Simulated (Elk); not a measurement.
A self-consistent single point of MgO (Fm-3m, 2 atoms in the cell) with Elk.

Level of theory: PBEsol, all-electron FP-LAPW, Elk's shipped species files, APW+lo basis with extra local orbitals in Elk 10.2.4.

```
MgO
1.0
    0.00000     2.09700     2.09700
    2.09700     0.00000     2.09700
    2.09700     2.09700     0.00000
Mg O
1 1
Cartesian
  0.00000   0.00000   0.00000
  2.09700   2.09700   2.09700
```

Reference input (self-consistent single point, DFT, PBEsol, all-electron FP-LAPW, Elk's shipped species files, APW+lo basis with extra local orbitals): xctype = 22; rgkmax = 7.5; stype = 3; swidth = 0.000367493 Ha; ngridk = 13 13 13; vkloff = 0.5 0.5 0.5; tforce = true; gmaxvr = 18 1/bohr; lmaxapw = 10; lmaxo = 8; nxlo = 2; lorbcnd = true. This run's input differs from it in these lines:

```diff
@@ -10,3 +10,3 @@
 rgkmax
-  7.5
+  8.55
```

The program printed (abridged):

```
│ Self-consistent loop started │
│ Loop number : 1 │
 total energy                :     -278.561117094
│ Loop number : 2 │
 total energy                :     -278.497939001
RMS change in Kohn-Sham potential (target) :    1.090543013     (  0.1000000000E-05)
Absolute change in total energy (target)   :   0.6317809334E-01 (  0.1000000000E-03)
│ Loop number : 3 │
 total energy                :     -278.420502872
RMS change in Kohn-Sham potential (target) :    1.051430423     (  0.1000000000E-05)
Absolute change in total energy (target)   :   0.9323065238E-01 (  0.1000000000E-03)
│ Loop number : 4 │
   [... lines left out ...]
Absolute change in total energy (target)   :   0.1946893029E-03 (  0.1000000000E-03)
│ Loop number : 14 │
 total energy                :     -275.057552606
RMS change in Kohn-Sham potential (target) :   0.1638397755E-05 (  0.1000000000E-05)
Absolute change in total energy (target)   :   0.8128872332E-04 (  0.1000000000E-03)
│ Loop number : 15 │
 total energy                :     -275.057570348
RMS change in Kohn-Sham potential (target) :   0.3533655787E-06 (  0.1000000000E-05)
Absolute change in total energy (target)   :   0.3806417601E-04 (  0.1000000000E-03)
Convergence targets achieved

│ Loop number : 16 │

Energies :
 Fermi                       :     0.187440582125
 total energy                :     -275.057572221

Density of states at Fermi energy :   0.2722477182E-06
 (states/Hartree/unit cell)

Estimated indirect band gap :   0.1796979060
 from k-point      1 to k-point      1
Estimated direct band gap   :   0.1796979060
 at k-point      1

Charges :
 core                        :    4.000000000
 valence                     :    16.00000000
 interstitial                :    2.067245574
 muffin-tins (core leakage)
  species :    1 (Mg)
   atom    1                 :    10.47661971     ( -0.8881784197E-15)
  species :    2 (O)
   atom    1                 :    7.456134716     (  0.4863209591E-07)
 total in muffin-tins        :    17.93275443
   [... lines left out ...]
   total force               :     0.00000000    0.00000000   -0.00000000
   total magnitude           :     0.00000000
 species :    2 (O)
  atom :    1
   Hellmann-Feynman          :     0.00000000   -0.00000000    0.00000000
   IBS                       :    -0.00000000    0.00000000   -0.00000000
   total force               :    -0.00000000   -0.00000000    0.00000000
   total magnitude           :     0.00000000
```

The run converged in 16 iterations. The count includes the last loop, which Elk runs after its targets are met. Against the reference run the free energy goes down by 15.3 meV/atom and the gap on the mesh goes from 4.901 to 4.890 eV.

The starting cell comes from a database of computed structures (which also holds hypothetical and non-ambient phases and stackings), without a prior relaxation at this level. Values depend on the basis (sphere radii, cutoffs, local orbitals), which need not be converged. The shifted mesh does not hold Γ, so a gap read on it misses any band edge there.

Cost on one core of a shared machine: roughly 4 min.
